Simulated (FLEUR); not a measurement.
Input and output of a self-consistent single point for PbSe (Fm-3m, 2 atoms in the cell) (FLEUR).

Method: FLEUR with LDA (Perdew-Zunger), all-electron FLAPW (FLEUR), scalar-relativistic valence.

```yaml
crystal:
  lattice:
    - [0.00000, 3.06000, 3.06000]
    - [3.06000, 0.00000, 3.06000]
    - [3.06000, 3.06000, 0.00000]
  atoms:
    - { symbol: Pb, position: [0.00000, 0.00000, 0.00000] }
    - { symbol: Se, position: [0.50000, 0.50000, 0.50000] }
```

Reference input (self-consistent single point, DFT, PBE, all-electron FLAPW (FLEUR), scalar-relativistic valence): Kmax = 3.8 1/bohr; GmaxXC = 13.3 1/bohr; xcFunctional = pbe; jspins = 1; l_soc = F; mode = hist; fermiSmearingEnergy = 0.00036749 Htr; mesh (inpgen div1-3) = 6 6 6; inpgen gamma flag = true; Gmax = 13.3 1/bohr; numbands = 0; maxIterBroyd = 99. This run's input differs from it in these lines:

```diff
@@ -14,2 +14,3 @@
 &comp jspins=1 /
+&exco xctyp='pz' /
 &kpt div1=6 div2=6 div3=6 gamma=t /
@@ -26,3 +27,3 @@
       <coreElectrons ctail="T" frcor="F" kcrel="0" coretail_lmax="0"/>
-      <xcFunctional name="pbe" relativisticCorrections="F"/>
+      <xcFunctional name="pz" relativisticCorrections="F"/>
       <magnetism jspins="1"/>
```

Output, abridged:

```
 Iteration:     1   Distance:       6.12188385 me/bohr^3
 Iteration:     2   Distance:       5.54657529 me/bohr^3
 Iteration:     3   Distance:       2.68006352 me/bohr^3
 Iteration:     4   Distance:       1.44957084 me/bohr^3
 Iteration:     5   Distance:       0.94617203 me/bohr^3
   [... 5 lines left out ...]
 Iteration:    11   Distance:       0.00066544 me/bohr^3
 Iteration:    12   Distance:       0.00010557 me/bohr^3
 Iteration:    13   Distance:       0.00009812 me/bohr^3
 Iteration:    14   Distance:       0.00000936 me/bohr^3
 Run finished successfully
 Stop message:
   Structural relaxation: Done

[file out, last iteration]
             iter=     15
[...]
          total density-effective poten   -4.1174177908E+04
          total charge density-energy d   -4.6383323758E+02
 Updated energy parameters for spin:           1
[...]
 fermi energy and band-weighting factors:

[...]
FERMIE:
          first approx. to ef    (T=0)  :   0.227394 htr   (energy of the highest occ. eigenvalue)
          number of occ. states  (T=0)  :        240
          first approx. to seigv (T=0)  : -18.708196 htr
          sum of weights of occ. states :  15.000000
          sum of semicore charge        :   0.000000 e
FERHIS:  Fermi-Energy by histogram:
          bandgap                     :   0.017855 htr
   [... lines left out ...]
          charge neutrality (T=0)     :   0.000000    (zero if the highest occ. eigenvalue is "entirely" occupied)
 Direct bandgap for spin            1 :    1.7855146862884391E-002  Htr
 ---->    free energy=                    -23344.5262188578 htr
   [... lines left out ...]
      extrapolation for T->0
 ---->    total electron energy=          -23344.5262188578 htr
 ***** TOTAL FORCES ON ATOMS *****
 TOTAL FORCE FOR ATOM TYPE=  1  X=  0.000   Y=  0.000   Z=  0.000
                       FX_TOT= 0.000000 FY_TOT= 0.000000 FZ_TOT= 0.000000
 TOTAL FORCE FOR ATOM TYPE=  2  X=  5.783   Y=  5.783   Z=  5.783
                       FX_TOT= 0.000000 FY_TOT= 0.000000 FZ_TOT= 0.000000
 Structural relaxation: Done
```

The run converged in 14 iterations. FLEUR gives forces in its relaxation mode, with a further iteration, so its stop message speaks of a relaxation. 

The starting cell has typed, rounded lattice constants, without a prior relaxation at this level. Spin-orbit coupling is off. Values depend on the basis (sphere radii, cutoffs, local orbitals), which need not be converged.

These are the values that this program gave, and no reference: the default basis lacks the next d shell.

Cost on one core of a shared machine: roughly 40 s.
